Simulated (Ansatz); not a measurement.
# WSe2: transverse stress against strain

WSe2 (2H layered, P6_3/mmc, 19.843 Å³/atom at rest, c along z) under a strain ε along c (axis z), the other axes held. PBE-D3(BJ) in Ansatz, a plane-wave DFT program (PAW, default set), 420 eV, 12×12×3 Γ-centred mesh, Fermi-Dirac smearing 0.05 eV; ions are relaxed within the symmetry of each cell. Stress is positive for a compressed cell.

Here s stands for strain and y for stress xx.

```
strain (%)  stress xx (GPa)
----------  ---------------
-1.20                  0.18
-0.60                  0.09
0.00                   0.00
0.60                  -0.07
1.20                  -0.14
3.00                      ?
```

Problem. Using a straight line, estimate the missing y at s = 3.00 from the other rows, showing the fit.

Solution. Means: s 0, y 0.012. About the means, the sum of products is -0.48000 and the sum of squares of s is 3.6000; the slope is their ratio. Least squares gives y = 0.012 - 0.1333·s. Residuals (row less fit): 0.008, -0.002, -0.012, -0.002, 0.008; standard error 0.010 (degrees of freedom: 3). The slope gives the elastic constant C13 = 13.3 ± 0.5 GPa. At the withheld row, y = 0.012 - 0.1333 × 3.0 = -0.388 GPa. The calculation gives -0.26 GPa, 0.128 GPa above the prediction (29.1 % of the range of y in the table). The row lies outside the fitted rows, so this is an extrapolation. From the scatter of the fitted rows alone, a prediction at this place has a standard error of 0.019 GPa, so the miss is 6.7 times that.

One order more, fitted to all 11 runs of the series, follows each within 0.01, so the miss is the next term of a smooth law. Rows are the converged runs of the series near zero and its far end; series whose fitted rows scatter by over a few per cent of the range, as at a crossing or softening among them, aren't shown in this form. Most that stay on the fit to the last digits aren't either.
